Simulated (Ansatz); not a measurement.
The reference is SiGe in the wurtzite structure (space group P6_3mc, No. 186; a = 3.900 Å, c = 6.443 Å; a model cell, its experimental status unchecked).

It is then changed as follows: cell and atoms relaxed at a pressure of 22.5 GPa.

Levels (all Ansatz, a first-principles code, PAW, earlier PAW set): PBEsol (420 eV, without spin-orbit coupling); r2SCAN (500 eV, no SOC).

The geometry is relaxed with PBEsol.

- PBEsol gap character: absent
- PBEsol band gap: zero
- PBEsol pressure: 22.5 GPa

With r2SCAN at the same geometry, the gap character becomes indirect, Γ → M (PBEsol: absent); the band gap changes from zero to 0.29 eV; the pressure grows by 1.5 GPa, from 22.5 GPa to 24.0 GPa.

Single points use the geometry relaxed with PBEsol. Their cutoffs differ, which shifts pressures a little. A case with no gap was solved on a k-mesh chosen for an insulator, which is coarse for it. Load acts through the strain it causes; cell and atoms are relaxed under it. No phonon test of stability was made. Competing high-pressure phases were not computed. The final runs are not spin-polarised. The zero or small gap of SiGe under pressure 22.5 GPa can change with the level of theory.
